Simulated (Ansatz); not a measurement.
Cost and result by functional for the adsorption energy of F on the 1x1 (0001) surface of hcp Sc, one in a 2x2 cell, started at the site 'bridge Sc-Sc (span 3.3 Å)', in Ansatz (plane waves, PAW). Single points on the PBE structure, on one kind of machine; costs are rough ratios of the slab run's core time (references not counted) to the cheapest single point. r2SCAN's cost holds its higher cutoff (500 against 420 eV). Differences are taken against r2SCAN for comparison alone: no measured value is at hand, so the table doesn't rank accuracy.

Slab: 17 atoms, 7.6 Å thick at the start under the adsorbate (thin: gaps and levels are the slab's own); k 5x5x1, smearing 0.1 eV, dipole-corrected; 8 atoms held, the rest relaxed; symmetry of the start imposed; no spin, no spin-orbit, no U, no dispersion correction. At the end it is bonded to 3 Sc. In PBE it is, or lies within 0.03 eV of, the lowest of the starts that converged. These notes are the PBE run's. Adsorption energies are against ½ F2(g). A negative adsorption energy means that the adsorbate is more stable on the surface than in its reference.

```tsv
functional	relative cost	adsorption energy (eV)	less r2SCAN (eV)
RPBE	1	-5.68	0.70
r2SCAN	2	-6.38	0.00
PBE (the relaxed run's value)	–	-5.87	0.51
```

The values span 0.70 eV, while the single points' costs differ by a factor of roughly 2. Differences are of unrounded values.

Ansatz is an electronic-structure program.
